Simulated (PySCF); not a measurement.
PySCF 2.14.0, unrestricted PBE/def2-svp, df: pentafluoroethane anion (FC(F)C(F)(F)F), charge -1, multiplicity 2, 8 atoms. The geometry is a generated start, not checked to be a minimum at this level.

```json
{
  "task": "energy",
  "method": "pbe",
  "basis": "def2-svp",
  "two_electron_scheme": "density fitting",
  "mol.max_memory": "3000 MB",
  "mf.max_cycle": "100",
  "mf.init_guess": "minao (default)",
  "mf.DIIS": "CDIIS (default)",
  "mf.diis_space": "8 (default)",
  "mf.conv_tol": "1e-09 (default)",
  "mf.grids.level": "3 (default)",
  "basis_functions": "103",
  "grid_points": "109360"
}
```

```xyz
8

F      1.1095    -1.1940     0.6757
C      0.7822    -0.1148    -0.0508
F      1.4109     0.9449     0.4765
C     -0.7502     0.1058     0.0020
F     -1.2016     0.2839     1.2346
F     -1.0828     1.1772    -0.7214
F     -1.3819    -0.9438    -0.5253
H      1.1139    -0.2591    -1.0913
```

Charge -1 and multiplicity 2 are set for this test and not shown to be the ground state.

One run each on 2 threads, 1 BLAS thread. Values of level_shift (Hartree) tried: 0 (default), 0.1, 0.3, 1.

Q: Which value of level_shift (Hartree) needs the fewest Fock builds, and what happens away from it?

A: Fewest Fock builds: 0 (default) with 16. The count rises to 61 at 0.1. The run ends without SCF convergence in 100 cycles at 0.3, 1.

```json
[
 {"level_shift (Hartree)": "0 (default)", "Fock builds": "16", "end": "same solution"},
 {"level_shift (Hartree)": "0.1", "Fock builds": "61", "end": "same solution"},
 {"level_shift (Hartree)": "0.3", "Fock builds": "101", "end": "no convergence"},
 {"level_shift (Hartree)": "1", "Fock builds": "101", "end": "no convergence"}
]
```
